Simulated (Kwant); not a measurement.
Model system: quantum point contact (saddle potential) in a ZnO two-dimensional gas. Effective mass 0.3 mₑ, grid spacing 4 nm, hard walls, nominal width 80 nm (19 grid rows, so walls 80 nm apart), one parabolic valley, scattering region 240 nm long along x; energies count from the band bottom; Fermi energy 0.00529 eV. Potential (V0 + ½k y²) cos²(πx/L) for |x| < L/2, with V0 swept from 0.0055545 to 0 eV, k = 1.5e-05 eV/nm², L = 86 nm.

The device is made up for the run: typed textbook-type constants, with dimensions and the other settings drawn at random.

Kwant, effective-mass tight-binding model on a square grid, one spin, coherent transport at 0 K. Conductance is in e²/h.

Question: Compare with the saddle-point formula G = Σ 1/(1 + exp(−2π(E − V0 − ħωy(n + ½))/ħωx)), taking ħωy = ħ√(k/m) and ħωx from the curvature along x of V0 plus half of the mode's confinement energy.

Answer: ħωy = 1.95 meV; at V0 = 4.51 meV the lowest mode has ħωx = 1.84 meV.

| V0 (meV) | formula | simulation |
|---|---|---|
| 5.23 | 0.051 | 0.053 |
| 4.51 | 0.34 | 0.36 |
| 3.78 | 0.89 | 0.89 |
| 3.06 | 1.07 | 1.08 |
| 2.33 | 1.53 | 1.58 |
| 1.61 | 1.97 | 1.98 |

The formula takes a parabolic saddle in the continuum; the run has the full potential on a grid.
